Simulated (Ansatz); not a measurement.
The reference is ZrO$_{2}$ (space group P2_1/c, No. 14).

```
CELL_PARAMETERS angstrom
      5.18930     0.00000     0.00000
      0.00000     5.24180     0.00000
     -0.90344     0.00000     5.30261
ATOMIC_POSITIONS crystal
  Zr 0.27571 0.04384 0.21016
  Zr 0.72429 0.54384 0.28984
  Zr 0.72429 0.95616 0.78984
  Zr 0.27571 0.45616 0.71016
  O  0.06488 0.32613 0.35022
  O  0.93512 0.82613 0.14978
  O  0.93512 0.67387 0.64978
  O  0.06488 0.17387 0.85022
  O  0.45109 0.75674 0.47528
  O  0.54891 0.25674 0.02472
  O  0.54891 0.24326 0.52472
  O  0.45109 0.74326 0.97528
```

Cartesian axes are those of the cell as printed.

The values are results of plane-wave PAW DFT at the PBE level (Ansatz, an electronic-structure program, 420 eV), without spin-orbit coupling, earlier PAW set, not measurements.

One thing is altered: uniaxial stress, 1 GPa tension along x, with the cell and atoms free to relax against it.

Q: Estimate the effect on the strain response.

A: The strain response (xx, yy, zz) amounts to (+0.46, −0.17, −0.08) %.

Stability under load was not tested beyond the relaxation.
